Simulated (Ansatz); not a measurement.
The reference is Li in the bcc (W type) structure (space group Im-3m, No. 229; a = 3.434 Å; relaxed with 0.1 eV smearing).

Structures relaxed with plane-wave PAW DFT at the PBEsol level (Ansatz, an electronic-structure program, 420 eV), no spin-orbit coupling.

Base:

Simulated powder pattern, Cu Kα1, λ = 1.54056 Å (kinematic, ideal powder, no thermal factors, no anomalous dispersion; the 8 strongest lines at most, above 2 %, up to 2θ = 90°):

| 2θ (°) | I/Imax (%) | hkl |
|---|---|---|
| 36.99 | 100 | (110) |
| 53.31 | 17 | (200) |
| 66.65 | 34 | (211) |
| 78.75 | 10 | (220) |

After one change:

Simulated powder pattern, Cu Kα1, λ = 1.54056 Å (kinematic, ideal powder, no thermal factors, no anomalous dispersion; the 8 strongest lines at most, above 2 %, up to 2θ = 90°):

```tsv
2θ (°)	I/Imax (%)
38.17	100
55.09	17
69.00	33
81.69	9.9
```

### Question
Name the change that was made.
A. isotropic strain −3.00 %
B. isotropic strain +1.50 %
C. isotropic strain −0.50 %
D. isotropic strain +2.00 %

### Answer
A, isotropic strain −3.00 %. Its volume per atom is 18.48 Å³ against 20.25 Å³, and its space group is Im-3m (No. 229).

No phonon test of stability was made.
